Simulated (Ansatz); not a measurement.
PBE against r2SCAN: HfO2, pressure 30 GPa

Take HfO₂ in the fluorite structure (space group Fm-3m, No. 225; a = 5.098 Å) as the base.

(Cell as relaxed with PBE.)

Levels (all Ansatz, an electronic-structure program, PAW, earlier PAW set): PBE (420 eV, no spin-orbit coupling); r2SCAN (500 eV, no spin-orbit coupling).

Each level relaxes its own structure.

```csv
base,PBE,r2SCAN
volume per atom,11.04 Å³,10.79 Å³
lattice parameter a,9.634 bohr,9.560 bohr
band gap,3.75 eV,4.30 eV
```

Modification: a hydrostatic pressure of 30 GPa.

```json
[
 {"quantity": "shift of the gap caused by the change", "PBE": "+0.24 eV", "r2SCAN": "?"},
 {"quantity": "hole mass", "PBE": "0.28 mₑ along k, 2.9 mₑ across (at X)", "r2SCAN": "?"},
 {"quantity": "electron mass", "PBE": "1.1 mₑ along k, 0.70 mₑ across (at X)", "r2SCAN": "?"},
 {"quantity": "band gap", "PBE": "3.98 eV", "r2SCAN": "?"}
]
```

Problem. Predict the r2SCAN column.

Solution. 
- shift of the gap caused by the change, r2SCAN: +0.24 eV
- hole mass, r2SCAN: 0.28 mₑ along k, 2.7 mₑ across (at X)
- electron mass, r2SCAN: 1.1 mₑ along k, 0.72 mₑ across (at X)
- band gap, r2SCAN: 4.54 eV

PBE's band gap lies 0.56 eV below r2SCAN's; the two agree on the shift of the gap caused by the change. Neither level is exact; r2SCAN is the comparison here, not a measurement.

With Hf present, leaving out spin-orbit coupling can change the band edges. Load acts through the strain it causes; cell and atoms are relaxed under it. Effective masses come from finite differences of ±0.01 Å⁻¹. Along k means along the line from Γ to the band edge. No phonon test of stability was made. No other phases were tried under pressure. This is not the structure that HfO2 has at room temperature and ambient pressure.
